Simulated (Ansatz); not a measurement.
This Ansatz (a first-principles code) input is the reference run, MoTe2 (space group P6_3/mmc, No. 194; layered, stacked along the Cartesian z axis), computed with PBE-D3(BJ)/PAW in Ansatz, without spin-orbit coupling:

Ansatz 0.2 input:
```yaml
crystal:
  lattice:
    - [3.496637494, 0, 0]
    - [-1.748318747, 3.0281768976, 0]
    - [0, 0, 13.6959352305]
  atoms:
    - { symbol: Te, position: [0.6666666667, 0.3333333333, 0.3826779757] }
    - { symbol: Te, position: [0.3333333333, 0.6666666667, 0.8826779757] }
    - { symbol: Te, position: [0.3333333333, 0.6666666667, 0.6173220243] }
    - { symbol: Te, position: [0.6666666667, 0.3333333333, 0.1173220243] }
    - { symbol: Mo, position: [0.6666666667, 0.3333333333, 0.75] }
    - { symbol: Mo, position: [0.3333333333, 0.6666666667, 0.25] }
basis: { ecutwfc: 420, ecutrho_ratio: 4, xc_grid: 2, fft_grid_basis: typed }
kpoints: { mp_grid: { grid: [11, 11, 3] } }
hamiltonian:
  xc: pbe
  dispersion: d3bj
  pseudopotentials: { kind: paw }
scf: { occupations: { method: fermi_dirac, width: 0.05 }, convergence: { dr2_threshold: 0.0000000006 } }
output: { forces: true, stress: true }
checkpoint: { write: state.ck, write_every: 1000 }
```

Task: Write the input for this change: uniaxial strain ε_zz = −2.40 %, all other strain components held at zero, atoms relaxed at fixed cell.

Result: 
Ansatz 0.2 input:
```yaml
crystal:
  lattice:
    - [3.496637494, 0, 0]
    - [-1.748318747, 3.0281768976, 0]
    - [0, 0, 13.367232785]
  atoms:
    - { symbol: Te, position: [0.6666666667, 0.3333333333, 0.3826779757] }
    - { symbol: Te, position: [0.3333333333, 0.6666666667, 0.8826779757] }
    - { symbol: Te, position: [0.3333333333, 0.6666666667, 0.6173220243] }
    - { symbol: Te, position: [0.6666666667, 0.3333333333, 0.1173220243] }
    - { symbol: Mo, position: [0.6666666667, 0.3333333333, 0.75] }
    - { symbol: Mo, position: [0.3333333333, 0.6666666667, 0.25] }
basis: { ecutwfc: 420, ecutrho_ratio: 4, xc_grid: 2, fft_grid_basis: typed }
kpoints: { mp_grid: { grid: [11, 11, 3] } }
hamiltonian:
  xc: pbe
  dispersion: d3bj
  pseudopotentials: { kind: paw }
scf: { occupations: { method: fermi_dirac, width: 0.05 }, convergence: { dr2_threshold: 0.0000000006 } }
relax: { f_tol: 0.005, max_steps: 50 }
output: { forces: true, stress: true }
checkpoint: { write: state.ck, write_every: 1000 }
```
This is the input that was run.

Stability against distortions was not tested. The program warned that a D3 coordination switch lies within reach, so dispersion energies are less smooth here.
